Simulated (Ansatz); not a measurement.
Fermi-surface data of Hf (P6_3/mmc)

Input:

```yaml
crystal:
  lattice:
    - [3.17755, 0.00000, 0.00000]
    - [-1.58878, 2.75184, 0.00000]
    - [0.00000, 0.00000, 5.03427]
  atoms:
    - { symbol: Hf, position: [0.33333, 0.66667, 0.25000] }
    - { symbol: Hf, position: [0.66667, 0.33333, 0.75000] }
```

Computed with PBEsol, rigid bands (plane waves, PAW, scalar-relativistic; Ansatz, a quantum-chemistry and plane-wave program). Condition of this run: hydrostatic pressure -2 GPa (the target of the relaxation). Geometry: cell and atoms relaxed with PBEsol, then loaded as said.

```
Property                                                           Result
------------------------------------  -----------------------------------
density of states at the Fermi level    1.40 states/(eV·cell), both spins
bare Sommerfeld coefficient                     1.65 mJ/(mol of atoms·K²)
Drude plasma energy                          4.1 (x), 4.1 (y), 4.3 (z) eV
root-mean-square Fermi velocity                                 4.6e5 m/s
resistivity times τ                   29 (x), 29 (y), 26 (z) ×10⁻²² Ω·m·s
```

A metal at this level (no band gap); rigid bands, thermally averaged at 300 K, both spins. Spin-orbit coupling is left out, which matters with elements this heavy. τ is one relaxation time for all states.
